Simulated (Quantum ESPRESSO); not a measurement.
## Short convergence ladders for WC (P3m1, 2 atoms in the cell)

```
CELL_PARAMETERS angstrom
      2.92455     0.00000     0.00000
     -1.46227     2.53274     0.00000
      0.00000     0.00000     2.85420
ATOMIC_POSITIONS crystal
  W  0.00000 0.00000 0.01752
  C  0.33333 0.66667 0.50000
```

Base method: LDA (PZ), PSlibrary ultrasoft (LDA) pseudopotentials (plane waves; Quantum ESPRESSO).

Base settings: ecutwfc = 55 Ry; ecutrho = 495 Ry; occupations = smearing; smearing = gaussian; degauss = 0.0073499 Ry; potentials = {W: W.pz-spn-rrkjus_psl.1.0.0.UPF, C: C.pz-n-rrkjus_psl.1.0.0.UPF}; K_POINTS = automatic 8 8 7 0 0 0; conv_thr = 1e-11 Ry; mixing_beta = 0.3.

The count of work is k-points × plane waves × bands × iterations; it is no time. Core times come from one kind of shared machine, to one figure; runs under 30 s give none.

**The k-point mesh at a smearing width of 0.05 eV**

In this ladder: degauss = 0.0036749 Ry.

The second cell is the first with its lattice scaled by 0.98.

Only quantities that move along the ladder and can be compared are tabulated.

```csv
K_POINTS,free energy less the last step's (meV/atom),energy of the compressed cell less the first (meV/atom),pressure (GPa),largest difference of a force vector from the last step's (eV/Å),count of work / last,core time / last (rough)
automatic 5 5 4 0 0 0,21.81,-20.69,-17.42,0.147,0.014,–
automatic 6 6 5 0 0 0,3.52,-22.03,-17.65,0.028,0.021,–
automatic 7 7 6 0 0 0,5.11,-21.36,-17.58,0.010,0.036,–
automatic 10 10 9 0 0 0,-1.84,-23.01,-17.95,0.000,0.078,–
automatic 14 14 13 0 0 0,0.05,-23.30,-17.94,0.006,0.20,0.2
automatic 17 17 15 0 0 0,-0.30,-23.45,-18.03,0.001,0.33,0.4
automatic 25 25 22 0 0 0,0.00,-23.34,-17.96,0.000,1.0,1
```

Coarsest K_POINTS that holds the free energy within 1 meV/atom of the last step, with all finer ones: automatic 14 14 13 0 0 0, at 0.20 of the last step's count of work and about 0.2 of the last step's time; the step before is off by 1.8 meV/atom.

Coarsest K_POINTS that holds the energy of the compressed cell less the first within 0.5 meV/atom of the last step, with all finer ones: automatic 10 10 9 0 0 0, at 0.078 of the last step's count of work; the step before is off by 2.0 meV/atom.

Coarsest K_POINTS that holds the pressure within 0.2 GPa of the last step, with all finer ones: automatic 10 10 9 0 0 0, at 0.078 of the last step's count of work; the step before is off by 0.39 GPa.

The energy difference between the two cells stays within 1 meV/atom of the last step's from automatic 10 10 9 0 0 0 on, the total only from automatic 14 14 13 0 0 0 on: much of the error is common to both cells and cancels.

**The width of Methfessel-Paxton smearing**

In this ladder: smearing = methfessel-paxton; K_POINTS = automatic 13 13 12 0 0 0.

Narrow widths need finer meshes than wide ones, so the last steps can hold mesh noise.

Only quantities that move along the ladder and can be compared are tabulated; pressure and forces are left out, as mesh noise rules them at narrow widths.

| degauss | free energy less the last step's (meV/atom) | core time / last (rough) |
|---|---|---|
| 0.073499 Ry | 12.91 | 1 |
| 0.036749 Ry | 1.07 | 0.9 |
| 0.02205 Ry | -0.08 | 0.8 |
| 0.0147 Ry | -0.14 | 0.9 |
| 0.0073499 Ry | 0.00 | 1 |

Widest degauss that holds the free energy within 5 meV/atom of the last step, with all finer ones: 0.036749 Ry; the step before is off by 13 meV/atom.

**The SCF threshold**

The mesh stays at the base's, so the ladder's end is converged at best in this setting alone.

Only quantities that move along the ladder and can be compared are tabulated.

```csv
conv_thr,free energy less the last step's (meV/atom),largest difference of a force vector from the last step's (eV/Å),count of work / last
0.0073 Ry,11.88,1.765,0.11
0.00073 Ry,0.37,0.547,0.28
7.3e-05 Ry,0.09,0.534,0.33
7.3e-07 Ry,0.00,0.006,0.44
7.3e-09 Ry,0.00,0.000,0.56
1e-11 Ry,0.00,0.000,0.72
7.3e-12 Ry,0.00,0.000,0.72
7.3e-14 Ry,0.00,0.000,1.0
```

Coarsest conv_thr that holds the forces within 0.01 eV/Å of the last step, with all finer ones: 7.3e-07 Ry, at 0.44 of the last step's count of work; the step before is off by 0.53 eV/Å.

Coarsest conv_thr that holds the free energy within 5 meV/atom of the last step, with all finer ones: 0.00073 Ry, at 0.28 of the last step's count of work; the step before is off by 12 meV/atom.

On the base run: the starting cell has typed, rounded lattice constants, without a prior relaxation at this level. Its lattice was rescaled by up to half a per cent. One atom was moved a little off its site on purpose. Spin polarisation is off. In the base run, with a pressure of about -18 GPa the cell is away from its equilibrium volume at this level.

Left out of this page: 2 runs of the series outside the window shown, repeating another row's setting, or not comparable.
